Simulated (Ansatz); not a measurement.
## CaB2C2 (space group I4/mcm, No. 140; a cell from a computed database, its experimental status unchecked)

```cif
data_C8B8Ca4
_chemical_formula_sum 'Ca4 B8 C8'
_space_group_name_H-M_alt 'I4/mcm'
_space_group_IT_number 140
_space_group_name_Hall '-I 4 2c'
_cell_length_a 5.34538
_cell_length_b 5.34538
_cell_length_c 7.39261
_cell_angle_alpha 90.000
_cell_angle_beta 90.000
_cell_angle_gamma 90.000
loop_
_atom_site_label
_atom_site_type_symbol
_atom_site_symmetry_multiplicity
_atom_site_Wyckoff_symbol
_atom_site_fract_x
_atom_site_fract_y
_atom_site_fract_z
_atom_site_occupancy
Ca1 Ca 4 a 0.00000 0.00000 0.25000 1
B1 B 8 h 0.36145 0.13855 0.00000 1
C1 C 8 h 0.15962 0.34038 0.00000 1
```
(The calculation used a cell of 10 atoms; values per cell refer to that cell.)

Calculations: r2SCAN, PAW, 500 eV (Ansatz, a quantum-chemistry and plane-wave program; spin-orbit coupling left out), earlier PAW set. Γ-centred 9×9×9 mesh, Fermi–Dirac width 0.05 eV.

* **Volume per atom**: 10.56 Å³
* **Density**: 2.70 g/cm³
* **Band gap**: 0.68 eV, indirect, Γ–X (57 % along) → Γ–M (86 % along)
* **Electron mass**: 0.90 mₑ along k, 0.54 mₑ across
* **Total energy**: -528.055 eV/atom (σ→0; compares only within this code and set-up)

Masses are band curvatures over ±0.01 Å⁻¹ around the edge. Along k means along the line from Γ to the band edge. Whether these cells are dynamically stable was not tested.
